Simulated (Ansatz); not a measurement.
# GaP (model structure, within 0.1 Å of P6₃/mmc, No. 194, 8 atoms in the cell): formation enthalpy by level of theory

No measured value is used here.

```
level (code)         value (eV/atom)
-------------------  ---------------
PBE (Ansatz)                   0.014
PBEsol (Ansatz)               -0.027
PBE-D3(BJ) (Ansatz)           -0.035
```

PBE, PBEsol, PBE-D3(BJ): an element's reference phase differs from the standard state of thermochemical tables. Each level is taken at its own relaxed cell. Ansatz's density-functional and Hartree–Fock values are scalar-relativistic unless marked +SOC, with PAW data made under PBE.

A model structure was made by putting elements into a prototype or built by hand; it is no filed structure, need not be a known phase, and can be a saddle point held by its symmetry.

Ansatz is a program for electronic structure.
